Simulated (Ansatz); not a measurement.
Consider CeO$_{2}$ in the fluorite structure (space group Fm-3m, No. 225; a = 5.437 Å). Axes: x, y, z lie along the cube axes.

Level of theory: r2SCAN/PAW in Ansatz (a first-principles code), scalar-relativistic without spin-orbit coupling.

For the base:

* **Band gap**: 2.20 eV

Now apply this change: a free-standing slab of 1 layer (3 atoms, 3 a layer) is cut normal to [111], with 15 Å of vacuum and the in-plane cell held at bulk; forces were under the threshold from the start, so the atoms kept their bulk positions.

### Question
What happens to the band gap?

### Answer
The band gap decreases by 0.12 eV (2.20 eV → 2.08 eV).

### Question
How does this affect the gap character?

### Answer
The gap character is indirect, K–Γ (36 % along) → Γ.

No phonon test of stability was made. Starting moments died away, wholly or in part, for the base; another magnetic solution may exist. The final runs are not spin-polarised. k-point labels follow each cell's own Brillouin zone.
